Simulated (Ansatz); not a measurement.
This concerns the energy of the reaction as written. Reaction: 1/4 cell B + 3/8 Cl2 (gas) → cell A. Negative: the products are lower in energy.

Cell A: a slab of Mo (bcc, Im-3m) cut along (110), 6 atoms, oblique cell of 3.16 × 2.74 Å (7.1 Å²), symmetry Cm within 0.02 Å, 10.7 Å thick under 16 Å of vacuum, in-plane vectors held at the crystal's; planes from bottom to top: Mo × 5 | Cl, its two faces unlike (dipole correction applied); added, foreign or displaced atoms, above the top plane: Cl bound to 3 Mo at 2.43–2.56 Å; spin state with PBE: run without spin, k-point mesh 18×21×1.
```
CELL_PARAMETERS angstrom
      3.16109     0.00000     0.00000
      1.58054     2.23523     0.00000
      0.00000     0.00000    26.83601
ATOMIC_POSITIONS crystal
  Mo 0.99923 0.00165 0.30143
  Mo 0.49892 0.00209 0.38093
  Mo 0.99929 0.00141 0.46452
  Mo 0.50182 0.99610 0.54790
  Mo 0.01576 0.96858 0.63014
  Cl 0.35999 0.28018 0.70043
```

Cell B: a slab of Mo (bcc, Im-3m) cut along (110), 21 atoms, oblique cell of 6.32 × 5.48 Å (28.3 Å²), symmetry Cm within 0.02 Å, 10.7 Å thick under 16 Å of vacuum, in-plane vectors held at the crystal's; planes from bottom to top: Mo4 × 5 | Cl; added, foreign or displaced atoms, above the top plane: Cl bound to 3 Mo at 2.49–2.60 Å; spin state with PBE: run without spin, k-point mesh 9×10×1.
```
Mo20Cl
1.0
    6.32217     0.00000     0.00000
    3.16109     4.47045     0.00000
    0.00000     0.00000    26.83601
Mo Cl
20 1
Direct
  0.00112   0.99844   0.30171
  0.50050   0.99840   0.30171
  0.00000   0.49995   0.30137
  0.50133   0.49730   0.30127
  0.75065   0.49877   0.38097
  0.25054   0.49882   0.38095
  0.75047   0.99908   0.38090
  0.25069   0.99863   0.38045
  0.00026   0.99894   0.46481
  0.50069   0.99916   0.46481
  0.00145   0.49711   0.46429
  0.49984   0.50034   0.46429
  0.75183   0.49752   0.54889
  0.25064   0.49754   0.54891
  0.75302   0.99405   0.54675
  0.24964   0.00077   0.54835
  0.00742   0.98894   0.62924
  0.50360   0.98891   0.62924
  0.98732   0.52538   0.62998
  0.50839   0.48316   0.62607
  0.16811   0.16380   0.70075
```

Reference: an isolated Cl2 molecule (singlet) in a box of 11 × 11 × 14 Å.

All numbers come from Ansatz (a first-principles code), plane waves with PAW, its default PAW set, cutoff 420 eV, 500 eV for r2SCAN. The structures are at rest with PBE, within the held lattices; other levels are single points on them. Neutral cells; Fermi-Dirac smearing of at most 0.10 eV in the solids, energies taken to zero width. The lattices are those relaxed with PBE, so at other levels the solids can be strained, which adds to the spread. Larger cells are relaxed from a start prepared with the learned potential CHGNet till forces fall under 0.03 eV/Å, which some starts already meet. A dispersion term (D3(BJ), or D4 for r2SCAN) was computed beside these levels and is taken off wherever the name lacks it. The PAW files were made for PBE and serve at the other functionals too. Space groups of crystals are read within 0.01 Å. Static lattices, no vibrational contributions. The structures are the rest points that the relaxations reached, not proven lowest. No Hubbard U is applied. Values are for these cell sizes. The cells' k-point meshes differ in density, so the last digit is unsettled. Cell A has symmetry Cm within 0.02 Å and got no random move, so less symmetric positions, which may lie lower, weren't tried. Cell B has symmetry Cm within 0.02 Å and got no random move, so less symmetric positions, which may lie lower, weren't tried.

**Question.** Give the value at the level r2SCAN.

**Answer.** -0.82 eV, for 1/4 cell B + 3/8 Cl2 (gas) → cell A.

**Question.** What do the other levels give, and how wide is the spread?

**Answer.** 
```csv
Method,value (eV),less r2SCAN
PBE,-0.61,0.21
```

The levels shown span 0.21 eV, from r2SCAN (-0.82) to PBE (-0.61).
